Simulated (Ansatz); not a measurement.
The starting structures come from a database of crystals and need not be the phases stable at ambient conditions.

Tunnelling through a barrier is set by its complex band structure: the current falls as exp(−2κd) with the smallest κ.

Given:

```
RuSi
1.0
    6.65897     0.00000     0.00000
   -3.32948     5.76683     0.00000
    3.32948     1.92228     2.71851
Si Ru
4 4
Direct
  0.50000   0.66242   0.16242
  0.00000   0.33758   0.16242
  0.17516   0.83758   0.16242
  0.32484   0.16242   0.51274
  0.50000   0.37059   0.87059
  0.00000   0.62941   0.87059
  0.75882   0.12941   0.87059
  0.74118   0.87059   0.38823
```

The cell is taken as given; by r2SCAN it stands under a pressure of -0.6 GPa.

Transport runs along the normal of the first two printed cell vectors, the (111) plane of the conventional cell.

The gap is the functional's own. No spin-orbit coupling. Mid-gap values are those at the computed energy nearest the middle.

Q: State the band gap and the smallest decay constant κ at mid-gap according to r2SCAN run with Ansatz (an electronic-structure program).

A: Gap 0.30 eV on a 12×12×12 mesh; κ = 0.127 1/Å, at (0.167, 0.167) of the in-plane reciprocal vectors. At the zone centre the slowest state has κ = 0.17 1/Å.
